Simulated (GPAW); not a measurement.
**Input and output of a self-consistent single point for ZnNi₃Sb₂ (P-3m1, 6 atoms in the cell) (GPAW)**

Level of theory: PBEsol, GPAW PAW datasets PBEsol (made by gpaw-setup) (plane waves; GPAW).

Input as run:

```python
from ase import Atoms
from ase.units import GPa
from gpaw import GPAW

atoms = Atoms(['Zn', 'Ni', 'Ni', 'Ni', 'Sb', 'Sb'],
              cell=[[4.045553, 0.000000, 0.000000],
                    [-2.022777, 3.503552, 0.000000],
                    [0.000000, 0.000000, 6.197190]],
              scaled_positions=[[0.000000, 0.000000, 0.000000],
                                [0.000000, 0.000000, 0.500000],
                                [0.333333, 0.666667, 0.891700],
                                [0.666667, 0.333333, 0.108300],
                                [0.333333, 0.666667, 0.302100],
                                [0.666667, 0.333333, 0.697900]],
              pbc=True)

calc = GPAW(mode={'name': 'pw', 'ecut': 800},
            xc='PBEsol',
            kpts={'size': (7, 7, 4), 'gamma': True},
            occupations={'name': 'methfessel-paxton', 'width': 0.2, 'order': 0},
            nbands=-10,
            symmetry={'symmorphic': False, 'tolerance': 0.0005},
            maxiter=150)

atoms.calc = calc

energy = atoms.get_potential_energy()
print('Energy (eV):', round(energy, 6))
forces = atoms.get_forces()
print('Forces (eV/Ang):')
print(forces.round(5))
stress = atoms.get_stress()
print('Stress (GPa, Voigt):', (stress / GPa).round(4))
```

Output, abridged:

```
Input parameters:
  kpts: {gamma: True,
         size: (7, 7, 4)}
  maxiter: 150
  mode: {ecut: 800,
         name: pw}
  nbands: -10
  occupations: {name: methfessel-paxton,
                order: 0,
                width: 0.2}
  symmetry: {symmorphic: False,
             tolerance: 0.0005}
  xc: PBEsol

species:
  Zn:
    name: Zinc
    Z: 30.0
    valence: 12
    core: 18
    charge: 0.0
    file: Zn.PBEsol.gz

    # Using partial waves for Zn as LCAO basis

  Ni:
    name: Nickel
    Z: 28.0
    valence: 16
    core: 12
    charge: 0.0
    file: Ni.PBEsol.gz

    # Using partial waves for Ni as LCAO basis

  Sb:
    name: Antimony
    Z: 51.0
    valence: 15
    core: 36
    charge: 0.0
    file: Sb.PBEsol.gz

    # Using partial waves for Sb as LCAO basis

Reference energy: -525230.079024  # eV

Spin-paired calculation

Convergence criteria:
 Maximum [total energy] change in last 3 cyles: 0.0005 eV / valence electron
 Maximum integral of absolute [dens]ity change: 0.0001 electrons / valence electron
 Maximum integral of absolute [eigenst]ate change: 4e-08 eV^2 / valence electron
 Maximum number of scf [iter]ations: 150

Symmetries present (total): 12
Symmetries with fractional translations: 0
196 k-points: 7 x 7 x 4 Monkhorst-Pack grid + [0.000000,0.000000,1/8]
28 k-points in the irreducible part of the Brillouin zone
       k-points in crystal coordinates                weights
   0:     0.00000000    0.00000000    0.00000000          1/196
   1:     0.00000000    0.00000000    0.25000000          2/196
   2:     0.00000000    0.00000000    0.50000000          1/196
   [... 7 lines left out ...]
          ...
  27:     0.42857143    0.42857143    0.50000000          6/196

Wave functions: Plane wave expansion
  Cutoff energy: 800.000 eV
  Number of coefficients (min, max): 4498, 4553
  Pulay-stress correction: 0.000000 eV/Ang^3 (de/decut=0.000000)

Occupation numbers: Methfessel-Paxton:
  width: 0.2000  # eV
  order: 0

Eigensolver

Densities:
  Coarse grid: 27*27*42 grid
  Fine grid: 54*54*84 grid
  Total Charge: 0.000000

Density mixing:
  Method: separate
  Backend: pulay
  Linear mixing parameter: 0.05
  old densities: 5
  Damping of long wavelength oscillations: 50

Hamiltonian:
  XC and Coulomb potentials evaluated on a 54*54*84 grid
  External potential:
    NoExternalPotential

XC parameters: PBEsol with 2 nearest neighbor stencil

Number of atoms: 6
Number of atomic orbitals: 63
Number of bands in calculation: 55
Number of valence electrons: 90
Bands to converge: occupied

Density initialized from atomic densities
  55 bands from LCAO basis set

Atomic positions and initial magnetic moments

Positions:
   0 Zn     0.000000    0.000000    0.000000    ( 0.0000,  0.0000,  0.0000)
   1 Ni     0.000000    0.000000    3.098595    ( 0.0000,  0.0000,  0.0000)
   2 Ni    -0.000002    2.335703    5.526034    ( 0.0000,  0.0000,  0.0000)
   3 Ni     2.022778    1.167849    0.671156    ( 0.0000,  0.0000,  0.0000)
   4 Sb    -0.000002    2.335703    1.872171    ( 0.0000,  0.0000,  0.0000)
   5 Sb     2.022778    1.167849    4.325019    ( 0.0000,  0.0000,  0.0000)

Unit cell:
           periodic     x           y           z      points  spacing
  1. axis:    yes    4.045553    0.000000    0.000000    27     0.1298
  2. axis:    yes   -2.022777    3.503552    0.000000    27     0.1298
  3. axis:    yes    0.000000    0.000000    6.197190    42     0.1476

  Lengths:   4.045553   4.045554   6.197190
  Angles:   90.000000  90.000000 120.000004

Effective grid spacing dv^(1/3) = 0.1421

     iter     time        total  log10-change:
                         energy   eigst   dens
iter:   1 --:--:--   -39.315192
iter:   2 --:--:--   -37.312400   -0.10  -1.46
iter:   3 --:--:--   -35.638470   -0.62  -1.58
iter:   4 --:--:--   -35.557681   -1.84  -1.75
iter:   5 --:--:--   -35.647430   -1.56  -1.87
iter:   6 --:--:--   -35.642542   -2.63  -2.27
iter:   7 --:--:--   -35.583206   -1.80  -2.27
iter:   8 --:--:--   -35.579736   -2.84  -2.56
iter:   9 --:--:--   -35.553926c  -3.63  -2.68
iter:  10 --:--:--   -35.545643c  -3.83  -2.73
iter:  11 --:--:--   -35.537729c  -2.62  -2.84
iter:  12 --:--:--   -35.537423c  -3.89  -3.58
iter:  13 --:--:--   -35.536638c  -5.03  -3.59
iter:  14 --:--:--   -35.535774c  -5.08  -3.58
   [... 2 lines left out ...]
iter:  17 --:--:--   -35.536599c  -6.46  -3.58
iter:  18 --:--:--   -35.535060c  -4.49  -3.58
iter:  19 --:--:--   -35.534747c  -4.88  -3.69
iter:  20 --:--:--   -35.534667c  -5.04  -3.78
iter:  21 --:--:--   -35.534653c  -5.66  -3.88
iter:  22 --:--:--   -35.534649c  -5.72  -4.04c
iter:  23 --:--:--   -35.534636c  -6.27  -4.15c
iter:  24 --:--:--   -35.534645c  -6.04  -4.21c
iter:  25 --:--:--   -35.534636c  -6.69  -4.30c
iter:  26 --:--:--   -35.534635c  -7.40c -4.48c

Converged after 26 iterations.

Dipole moment: (-0.000000, 0.000000, -0.000000) |e|*Ang

Energy contributions relative to reference atoms: (reference = -525230.079024)

Kinetic:        +35.799924
Potential:      -20.728213
External:        +0.000000
XC:             -50.938986
Entropy (-ST):   -0.066093
Local:           +0.365686
SIC:             +0.000000
--------------------------
Free energy:    -35.567682
Extrapolated:   -35.534635

Showing only first 2 kpts
 Kpt  Band  Eigenvalues  Occupancy
  0    43     11.09911    0.00000
  0    44     11.09914    0.00000
  0    45     11.35057    0.00000
  0    46     11.35060    0.00000

  1    43     10.91387    0.00000
  1    44     10.91389    0.00000
  1    45     11.71197    0.00000
  1    46     11.71198    0.00000

Fermi level: 9.76168

No gap
No difference between direct/indirect transitions
Energy (eV): -35.534635

Forces in eV/Ang:
  0 Zn    0.00000   -0.00000    0.00000
  1 Ni    0.00000    0.00000    0.00000
  2 Ni    0.00000    0.00000   -0.14345
  3 Ni    0.00000    0.00000    0.14345
  4 Sb    0.00000    0.00000    0.11666
  5 Sb   -0.00000    0.00000   -0.11666

Stress tensor:
    -0.029831    -0.000000     0.000000
    -0.000000    -0.029831    -0.000000
     0.000000    -0.000000    -0.034543
Stress (GPa, Voigt): [-4.7794 -4.7794 -5.5344 -0.      0.     -0.    ]
```

The run converged in 26 iterations. GPAW prints stress with tension positive.

The starting cell comes from a database of computed structures (which also holds hypothetical and non-ambient phases and stackings), without a prior relaxation at this level. Its lattice was rescaled by a random factor within 2.5 % of one. Spin-orbit coupling is off. Spin polarisation is off. With a pressure of about 5 GPa the cell is away from its equilibrium volume at this level.

Cost on one core of a shared machine: roughly 10 min.
